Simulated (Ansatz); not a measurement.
1T (CdI2-type) MgI₂, treated with PBE+SOC in Ansatz (plane waves, PAW).

Run with plane-wave cutoff 520 eV, 12×12×6 k mesh (along the axes of the cell as run), Fermi–Dirac smearing 0.01 eV, PAW data made under PBE.

The cell is scaled about its equilibrium volume:

Shape and atoms are relaxed at each volume.

| V (Å³/atom) | P (GPa) | direct gap at Γ (eV) | smallest gap on the k mesh (eV) | c (Å) |
|---|---|---|---|---|
| 38.376 | 0.13 | 3.359 | 3.264 | 7.533 |
| 39.175 | 0.06 | 3.363 | 3.271 | 7.670 |
| 39.975 | 0.01 | 3.368 | 3.275 | 7.813 |
| 40.774 | -0.03 | 3.376 | 3.280 | 7.960 |
| 41.574 | -0.04 | 3.386 | 3.283 | 8.115 |

The fundamental gap (3.27 eV at the equilibrium volume, with added k points) lies elsewhere than Γ–Γ.

Note: for a layered or molecular solid the relaxed cell lies over 5 % above the published volume, where the minimum can be shallow; the cell comes from a level without a dispersion term, which matters for the spacing of layers, chains or molecules; the bulk modulus comes from volumes at which shape and atoms were relaxed.

Ansatz is an electronic-structure program.
